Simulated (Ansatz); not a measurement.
A thin film of ZnS (zinc blende, F-43m) is deposited stress-free at 900 K on a thick substrate of diamond Si and cooled to 300 K. Take the in-plane direction as the cubic or basal-plane axis of each crystal, and these free lattice constants from quasi-harmonic lattice dynamics on DFT at the LDA level (Ansatz, a quantum-chemistry and plane-wave program).

```
crystal  a at 300 K (Å)  a at 900 K (Å)
-------  --------------  --------------
ZnS             5.31067         5.33597
Si              5.41145         5.42335
```

 Spin-orbit coupling is not included.

What in-plane thermal strain does the film carry at 300 K, and is it tensile or compressive?

With logarithmic strains ln(a_hot/a_300): left free, the film would shrink by 0.475 % and the substrate by 0.220 %. The film is held to the substrate, so its strain is 0.256 %: tensile. Plastic relief and phase changes are ignored.
